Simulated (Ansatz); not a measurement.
Results of LDA (Ansatz, a program for electronic structure, PAW) for SiH3F (P2₁/c, No. 14, 20 atoms in the cell; start mp-28289).

Numerical settings: plane-wave cutoff 520 eV, 8×6×6 k mesh (along the axes of the cell as run), Fermi–Dirac smearing 0.01 eV, scalar-relativistic PAW data made under PBE.

Cell (relaxed with PBE-D3(BJ)):

```cif
data_H12F4Si4
_chemical_formula_sum 'Si4 H12 F4'
_space_group_name_H-M_alt 'P21/c'
_space_group_IT_number 14
_space_group_name_Hall '-P 2ybc'
_cell_length_a 4.63704
_cell_length_b 7.56781
_cell_length_c 8.49996
_cell_angle_alpha 90.000
_cell_angle_beta 117.345
_cell_angle_gamma 90.000
loop_
_atom_site_label
_atom_site_type_symbol
_atom_site_symmetry_multiplicity
_atom_site_Wyckoff_symbol
_atom_site_fract_x
_atom_site_fract_y
_atom_site_fract_z
_atom_site_occupancy
Si1 Si 4 e 0.10777 0.26850 0.40977 1
H1 H 4 e 0.23359 0.78157 0.22993 1
H2 H 4 e 0.33071 0.38966 0.38149 1
H3 H 4 e 0.22724 0.08317 0.44034 1
F1 F 4 e 0.10751 0.16876 0.09427 1
```

Problem. Estimate the band gap, smallest direct gap on the k points sampled and direct gap at Γ that the calculation returns.

Solution. 
band gap: 5.32 eV (indirect)
smallest direct gap on the k points sampled: 5.46 eV
direct gap at Γ: 5.75 eV

Note: cell and atoms aren't relaxed at this level (largest force component 0.39 eV/Å, pressure -1.3 GPa).

Computed values are for the static lattice.

Computing time: about 2.4 core-minutes (a rough figure).

A start named mp-… is a Materials Project structure, which need not be a measured phase.
